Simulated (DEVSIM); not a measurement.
Structure: abrupt Ge p-n junction, at 300 K.

```csv
layer (left to right),material,thickness (μm),Nd (cm⁻³),Na (cm⁻³),τn (s),τp (s)
1,Ge,3.20,-,5.4e17,0.00028,0.00028
2,Ge,0.480,1.1e14,-,0.00028,0.00028
```

Left contact: ohmic. Right contact: ohmic. Voltage is applied to the left contact. Recombination: SRH at mid-gap. Mobility is μmin + (μ − μmin)/(1 + (N/Nref)^α).

Constants are typed, rounded textbook-type inputs, not results; the design itself was drawn at random and stands for no fabricated device. Values at 300 K. The table also holds parameters that only a changed run uses.

```
parameter           Ge
-------------  -------
gap (eV)         0.664
affinity (eV)        4
permittivity        16
Nc (cm⁻³)      1.04e19
Nv (cm⁻³)         6e18
μn (cm²/Vs)       3900
μp (cm²/Vs)       1900
μn,min             150
μp,min             100
Nref,n          2.6e17
Nref,p            4e17
αn                0.56
αp                 0.6
Cn (cm⁶/s)       1e-31
Cp (cm⁶/s)       1e-31
```

Model (solved in DEVSIM): 1D drift-diffusion, Boltzmann statistics, complete ionisation; no tunnelling, impact ionisation, image-force lowering or self-heating.

Base results: potential step across the device at zero bias (V) 0.306; largest field in the device at zero bias (V/cm) 34000.

Question: What follows from this one change: doping Nd of layer 2 1.1e+14 → 3.3e+14 cm^-3?

Answer: potential step across the device at zero bias 0.306 → 0.334 V; largest field in the device at zero bias little changed (34000 V/cm).

Question: What follows from this one change: thickness of layer 2 0.48 → 0.096 μm?

Answer: potential step across the device at zero bias little changed (0.306 V); largest field in the device at zero bias 34000 → 41000 V/cm.
